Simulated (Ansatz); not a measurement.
**SiC under a change: isotropic strain +0.55 %**

The reference is SiC in the zinc blende structure (space group F-43m, No. 216; a = 4.380 Å).

It is then changed as follows: the cell is scaled by 1.0055 in all directions; the atoms relax in the strained cell.

Calculations: PBE/PAW in Ansatz (a quantum-chemistry and plane-wave program), scalar-relativistic without spin-orbit coupling, earlier PAW set. Γ-centred 13×13×13 mesh, Fermi–Dirac width 0.05 eV.

Volume per atom: 10.68 Å³ (base 10.50 Å³)
Shortest interatomic distance: 1.907 Å (base 1.896 Å)
Energy relative to the base (free energy F): +1.9 meV/atom
Pressure: -3.40 GPa (base 0.00 GPa)
Band gap: 1.39 eV (base 1.37 eV)
Gap character: indirect, Γ → X (base indirect, Γ → X)
Smallest direct gap: 4.52 eV (base 4.53 eV)
Mean gap deformation potential ΔEg/Δln V: +0.9 eV
Width of the top valence band: 4.57 eV (base 4.63 eV)
Electron mass: 0.68 mₑ along k, 0.23 mₑ across (at X) (base 0.68 mₑ along k, 0.23 mₑ across (at X))
Hole mass (degenerate bands, along [100]): 0.35, 0.59, 0.59 mₑ (at Γ) (base 0.36, 0.59, 0.59 mₑ (at Γ))

Final structure:

```
SiC
1.0
    0.00000     2.20191     2.20191
    2.20191     0.00000     2.20191
    2.20191     2.20191     0.00000
C Si
1 1
Direct
  0.75000   0.75000   0.75000
  0.00000   0.00000   0.00000
```

Effective masses come from finite differences of ±0.01 Å⁻¹. Along k means along the line from Γ to the band edge. Whether these cells are dynamically stable was not tested.
